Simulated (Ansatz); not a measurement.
**What biaxial strain +0.75 %, plane normal [001], relaxed out of plane does to SiC**

Consider SiC (space group P6_3mc, No. 186; a = 3.078 Å, c = 10.076 Å). Axes: x lies along a and z along c of the hexagonal cell.

It is then changed as follows: biaxial strain +0.75 %, plane normal [001], relaxed out of plane (Cartesian); in-plane vectors clamped, the third vector and the atoms free.

The values are results of PBEsol (Ansatz, an electronic-structure program), no spin-orbit coupling, not measurements. k-mesh 12×12×4 (Γ-centred); smearing 0.05 eV (Fermi–Dirac).

- Shortest interatomic distance = 1.891 Å (base 1.883 Å)
- Pressure (mean of the normal stresses, compression positive) = -2.91 GPa (base -0.01 GPa)
- Band gap = 2.13 eV (an upper bound: an edge found on the path is not a true extremum; the changed cell) (base 2.12 eV)
- Out-of-plane strain = -0.16 %
- Mean in-plane stress (compression positive) = -4.4 GPa

No phonon test of stability was made.
